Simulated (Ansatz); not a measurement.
A constructed model of the (000-1) surface of wurtzite CdSe, Se-terminated, 2x2 Mg adatom at H3 (bottom of the slab: 2 H on 4 bottom sites)

Method: PBE (plane waves to 420 eV, PAW; Ansatz, a program for electronic structure).

Set-up: 35 atoms, 14.4 Å thick at the start with caps and adatoms; mesh 3x3x1; 0.025 eV smearing; dipole correction on; 8 atoms held, the rest relaxed; held to the start's symmetry, so lower structures may exist; no spin, no spin-orbit, no U. In PBE it is, or lies within 0.01 eV a 1x1 cell of, the lowest of the 2 structures of its composition computed so far; subsurface sites and larger cells were not tried.

The gap of the slab on its k-mesh is 0.89 eV and the highest filled level below the top vacuum level comes out as 5.36 eV. The energy released by relaxation comes out as 1.61 eV. The cost is around 29 core-minutes (rough).
